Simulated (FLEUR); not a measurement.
Worked example: self-consistent single point of LaH₃ (Fm-3m, 4 atoms in the cell) in FLEUR.

Level of theory: FLEUR with LDA (Perdew-Zunger), all-electron FLAPW (FLEUR), scalar-relativistic valence.

The change in words: lattice scaled by 0.98. Reference geometry:
```xyz
4
Lattice="0.0000 2.8442 2.8442 2.8442 0.0000 2.8442 2.8442 2.8442 0.0000" Properties=species:S:1:pos:R:3 pbc="T T T"
La     0.0000     0.0000     0.0000
H      2.8442     2.8442     2.8442
H      4.2662     4.2662     4.2662
H      1.4221     1.4221     1.4221
```

Reference input (self-consistent single point, DFT, LDA (Perdew-Zunger), all-electron FLAPW (FLEUR), scalar-relativistic valence): Kmax = 4.5 1/bohr; GmaxXC = 18 1/bohr; xcFunctional = pz; jspins = 1; l_soc = F; mode = gauss; fermiSmearingEnergy = 0.00999582 Htr; mesh (inpgen div1-3) = 10 10 10; inpgen gamma flag = true; Gmax = 18 1/bohr; numbands = 0; maxIterBroyd = 15. This run's input differs from it in these lines:

```diff
@@ -4,5 +4,5 @@
 0.0000000000 0.7071067812 0.7071067812
-0.7071067812 -0.0000000000 0.7071067812
+0.7071067812 0.0000000000 0.7071067812
 0.7071067812 0.7071067812 -0.0000000000
-7.6009502350
+7.4489317648
 1.0 1.0 1.0
@@ -46,5 +46,5 @@
          <bravaisMatrix>
-            <row-1>    0.0000000000000000     5.3746834547322342     5.3746834547322342</row-1>
-            <row-2>    5.3746834547322342     0.0000000000000000     5.3746834547322342</row-2>
-            <row-3>    5.3746834547322342     5.3746834547322342     0.0000000000000000</row-3>
+            <row-1>    0.0000000000000000     5.2671901635861635     5.2671901635861635</row-1>
+            <row-2>    5.2671901635861635     0.0000000000000000     5.2671901635861635</row-2>
+            <row-3>    5.2671901635861635     5.2671901635861635     0.0000000000000000</row-3>
          </bravaisMatrix>
```

The program printed (abridged):

```
 Iteration:     1   Distance:      10.51937595 me/bohr^3
 Iteration:     2   Distance:       9.71756893 me/bohr^3
 Iteration:     3   Distance:       2.43678583 me/bohr^3
 Iteration:     4   Distance:       3.91423298 me/bohr^3
 Iteration:     5   Distance:       0.95591456 me/bohr^3
   [... 9 lines left out ...]
 Iteration:    15   Distance:       0.00004538 me/bohr^3
 Iteration:    16   Distance:       0.00004003 me/bohr^3
 Iteration:    17   Distance:       0.00001909 me/bohr^3
 Iteration:    18   Distance:       0.00000237 me/bohr^3
 Run finished successfully
 Stop message:
   Structural relaxation: Done

[file out, last iteration]
             iter=     19
[...]
          total density-effective poten   -1.4321975370E+04
          total charge density-energy d   -1.9874130271E+02
 Updated energy parameters for spin:           1
[...]
 fermi energy and band-weighting factors:

[...]
FERMIE:
          first approx. to ef    (T=0)  :   0.377335 htr   (energy of the highest occ. eigenvalue)
          number of occ. states  (T=0)  :        329
          first approx. to seigv (T=0)  :  -1.926942 htr
          sum of weights of occ. states :   7.003000
          sum of semicore charge        :   0.000000 e
          fermi energy=   0.37063 har   work function= -10.08543 ev
          number of valence electrons=  14.00000
     band-weighting factor for spin=    1
   [... lines left out ...]
          total moment                 =     0.00000
 Direct bandgap for spin            1 :    1.5299322143348670E-002  Htr
 ---->    free energy=                     -8493.0851164794 htr
   [... lines left out ...]
 TOTAL FORCE FOR ATOM TYPE=  1  X=  0.000   Y=  0.000   Z=  0.000
                       FX_TOT= 0.000000 FY_TOT= 0.000000 FZ_TOT= 0.000000
 TOTAL FORCE FOR ATOM TYPE=  2  X=  5.267   Y=  5.267   Z=  5.267
                       FX_TOT= 0.000000 FY_TOT= 0.000000 FZ_TOT= 0.000000
 TOTAL FORCE FOR ATOM TYPE=  3  X= -2.634   Y= -2.634   Z= -2.634
                       FX_TOT= 0.000000 FY_TOT= 0.000000 FZ_TOT= 0.000000
 Structural relaxation: Done
```

The run converged in 18 iterations. FLEUR gives forces in its relaxation mode, with a further iteration, so its stop message speaks of a relaxation. Against the reference run the total energy goes down by 27.6 meV/atom.

The starting cell comes from a database of computed structures (which also holds hypothetical and non-ambient phases and stackings), without a prior relaxation at this level. Its lattice was rescaled by a random factor within 2.5 % of one. For this run, on top of that: lattice scaled by 0.98. Values depend on the basis (sphere radii, cutoffs, local orbitals), which need not be converged. The log's line on a gap gives a spacing of levels on this mesh, which the program prints for metals too.

Cost on one core of a shared machine: roughly 2 min.
